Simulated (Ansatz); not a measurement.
SiC in the wurtzite structure: quasi-harmonic values at 300 K, zero-point motion included, from Ansatz (plane waves, PAW) with several functionals, beside measured values. Phonon and k meshes: LDA 6×6×3 / 12×12×6; PBE 6×6×3 / 12×12×6. Another polymorph of this substance is known too; which is more stable was not tested here. Dynamical quadrupoles are not included in the interpolation of the phonons between the solved wave vectors. Misses against the measured value stand in brackets.

| quantity | LDA | PBE | measured |
|---|---|---|---|
| lattice constant a (Å) | 3.065 (-0.4 %) | 3.101 (+0.8 %) | 3.076 |
| lattice constant c (Å) | 5.031 (-0.3 %) | 5.090 (+0.8 %) | 5.048 |

Static volumes: LDA 10.14, PBE 10.50 Å³/atom. The lattice constant a rises with the volume in this order; LDA lies closest to the measured value, and PBE is high by 0.8 %. The lattice constant c rises with the volume in this order; LDA lies closest to the measured value, and PBE is high by 0.8 %.

These misses hold whatever the vibrational approximation and the meshes add; that part was not separated from the functional's.

Measured values: Beate Paulus, Fa-Jian Shi, Hermann Stoll, Journal of Physics Condensed Matter (1997), arXiv:cond-mat/9701136.

The PAW data sets were generated under PBE and serve the other functionals too.

Ansatz is a first-principles code.
